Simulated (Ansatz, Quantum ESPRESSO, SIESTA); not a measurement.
One structure in several programs: MgSn₅ (R32, 6 atoms in the cell)

Self-consistent single point.

```yaml
crystal:
  lattice:
    - [2.84265, 1.64120, 5.56202]
    - [-2.84265, 1.64120, 5.56202]
    - [0.00000, -3.28241, 5.56202]
  atoms:
    - { symbol: Mg, position: [0.50000, 0.50000, 0.50000] }
    - { symbol: Sn, position: [0.66053, 0.33947, 0.00000] }
    - { symbol: Sn, position: [0.00000, 0.66053, 0.33947] }
    - { symbol: Sn, position: [0.33947, 0.00000, 0.66053] }
    - { symbol: Sn, position: [0.16639, 0.16639, 0.16639] }
    - { symbol: Sn, position: [0.83361, 0.83361, 0.83361] }
```

Shared settings, as Ansatz (an electronic-structure program) writes them: kpoints.mp_grid.grid = 7 7 7; scf.occupations.method = fermi_dirac; scf.occupations.width = 0.1 eV. Potentials and cutoffs stand in the table.

```tsv
code	model	pressure (GPa)	largest force (eV/Å)	cutoff
SIESTA	GGA PBEsol, numerical atomic orbitals DZP, PseudoDojo PBEsol standard norm-conserving potentials (rewritten from UPF to PSML)	0.70	0.109	grid 300 Ry
Quantum ESPRESSO	PBEsol, GBRV 1.5 ultrasoft (PBESOL) pseudopotentials	-1.05	0.044	40 Ry
Ansatz	PBEsol, PAW files made with PBE	-0.95	0.045	default
```

Size of the force on each atom (eV/Å): Sizes of forces hide their directions.

```
code                Mg1    Sn2    Sn3    Sn4    Sn5    Sn6
----------------  -----  -----  -----  -----  -----  -----
SIESTA            0.000  0.109  0.109  0.109  0.045  0.045
Quantum ESPRESSO  0.000  0.044  0.044  0.044  0.010  0.010
Ansatz            0.000  0.045  0.045  0.045  0.009  0.009
```

The spread over the programs that give each value: pressure within 1.75 GPa; largest force within 0.065 eV/Å.

SIESTA uses small atom-centred bases, whose incompleteness enters pressures, forces and empty levels differently from a plane-wave cutoff. Ansatz's pressure is given at a fixed set of plane waves, as the other plane-wave codes print theirs. In the pressure, SIESTA (by 1.70) lies more than 1 GPa from the median of the plane-wave programs.

On the base mesh (4 4 4) the same programs gave: Ansatz pressure -1.65 GPa; Quantum ESPRESSO pressure -1.74 GPa; SIESTA pressure -0.05 GPa.

The values differ from the base mesh's, so the mesh still matters here: the table compares the programs at equal settings.

The starting cell comes from a database of computed structures (which also holds hypothetical and non-ambient phases and stackings), without a prior relaxation at this level. Its lattice was rescaled by a random factor within 2.5 % of one.

Left out of this page: CP2K (on another mesh).

Keys are those of Ansatz 0.2.
